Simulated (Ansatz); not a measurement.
Take ScCo in the CsCl type structure (space group Pm-3m, No. 221; a = 3.072 Å; not spin-polarised; relaxed with 0.1 eV smearing) as the base. Axes: x, y, z lie along the cube axes.

Calculations: PBEsol (Ansatz, a first-principles code), no SOC.

It is then changed as follows: every lattice vector is stretched by 2.79 %, atoms relaxed at fixed cell.

Predict the stress tensor and what it implies for the stiffness.

Stress of the strained cell less that of the base (GPa, compression positive):
```
   -9.2     0.0     0.0
    0.0    -9.2     0.0
    0.0     0.0    -9.2
```

Then B = −ΔP/(ΔV/V₀) with ΔV/V₀ = 0.0861 gives secant stiffness values (nonlinear terms included at this strain): B ≈ 107 GPa.

As a check, the harmonic strain energy −½ V₀ Δσ:ε is 35 meV/atom; the computed energy rise is 39 meV/atom.

Whether these cells are dynamically stable was not tested. All final runs are without spin polarisation.
